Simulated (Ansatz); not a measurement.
# Ga2O3: response to strain

Consider Ga₂O₃ in the corundum structure (space group R-3c, No. 167).

```xyz
10
Lattice="2.5002 1.4435 4.4829 -2.5002 1.4435 4.4829 0.0000 -2.8869 4.4829" Properties=species:S:1:pos:R:3 pbc="T T T"
Ga     0.0000     0.0000     8.6650
Ga     0.0000     0.0000     1.9407
Ga     0.0000     0.0000     4.7837
Ga     0.0000     0.0000    11.5081
O      0.7570     1.5758     5.6037
O     -1.7432    -0.1323     5.6037
O     -0.7570    -1.5758     7.8451
O     -0.9861     1.4435     7.8451
O      1.7432     0.1323     7.8451
O      0.9861    -1.4435     5.6037
```

Cartesian axes are those of the cell as printed.

Strains are applied to the cell and any free atomic positions relax; under biaxial strain the out-of-plane vector relaxes too.

Method: PBEsol, PAW, 420 eV (Ansatz, a program for electronic structure; scalar-relativistic without spin-orbit coupling).

Notes on the quantities. energy relative to the base: free energy F.

| biaxial strain, plane normal [001], relaxed out of plane (%) | energy relative to the base (meV/atom) |
|---|---|
| -3 | 26.5 |
| -2.25 | 14.7 |
| -1.5 | 6.5 |
| -0.75 | ? |
| 0 | 0.0 |

### Question
Fit ΔE = Aε² + Bε³ (ε in %) to the rows shown and predict the withheld row.

### Answer
Least squares on the printed values gives A = 2.81 and B = -0.046 meV/atom (largest residual 0.0 meV/atom); this predicts 1.6 meV/atom, and the run gives 1.6 meV/atom, in agreement.

Stability against distortions was not tested.
